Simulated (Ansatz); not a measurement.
The reference is C in the diamond structure (space group Fd-3m, No. 227; a = 3.5603 Å). Axes: x, y, z lie along the cube axes.

All numbers come from Kohn–Sham DFT with the r2SCAN functional, run in Ansatz (an electronic-structure program) with PAW and 500 eV plane waves, no spin-orbit coupling.

For the base:

The band gap comes out as 4.36 eV and the valence-band top at Γ comes out as 0.00, 0.00, 0.00 eV.

Modification: uniaxial strain ε_zz = +3.00 %, all other strain components held at zero; the atoms relax in the strained cell.

### Question
Estimate the effect on the stress, band gap, valence-band top at Γ and energy relative to the base.

### Answer
The stress (xx, yy, zz, yz, xz, xy; compression positive) is (-2.83, -2.83, -32.05, 0.00, 0.00, 0.00) GPa; the band gap decreases by 0.46 eV to 3.90 eV; the valence-band top at Γ (three highest levels, from the VBM) changes from 0.00, 0.00, 0.00 eV to 0.00, 0.00, -0.47 eV; the energy grows by 17 meV/atom.

Whether these cells are dynamically stable was not tested.
